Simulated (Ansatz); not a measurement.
# Pressure series in Mg2Si

The parent structure is Mg$_{2}$Si (space group Fm-3m, No. 225; a = 6.3648 Å).

Cell and atoms are relaxed at each pressure.

Method: PBE/PAW in Ansatz (an electronic-structure program), without spin-orbit coupling.

Notes on the quantities. enthalpy: H = E + PV relative to the base's energy.

```tsv
change	enthalpy	band gap	volume per atom
base	–	0.22 eV	21.49 Å³
pressure −2 GPa	-0.27 eV/atom	0.26 eV	22.37 Å³
pressure −1 GPa	-0.14 eV/atom	0.24 eV	21.90 Å³
pressure 0.9 GPa	+0.12 eV/atom	0.20 eV	21.14 Å³
pressure 2.1 GPa	+0.28 eV/atom	0.17 eV	20.73 Å³
pressure 4.5 GPa	+0.58 eV/atom	0.13 eV	19.99 Å³
pressure 9 GPa	+1.13 eV/atom	zero	18.89 Å³
pressure 15 GPa	+1.81 eV/atom	zero	17.77 Å³
pressure 22.5 GPa	+2.62 eV/atom	zero	16.69 Å³
pressure 30 GPa	+3.38 eV/atom	zero	15.85 Å³
```

A case with no gap was solved on a k-mesh chosen for an insulator, which is coarse for it. Load acts through the strain it causes; cell and atoms are relaxed under it. Whether these cells are dynamically stable was not tested. No other phases were tried under pressure. The final runs are not spin-polarised. Gaps under 0.05 eV, about the width of the smearing, are given as zero. A zero or small gap of Mg2Si can be the functional's error rather than a property of the material.
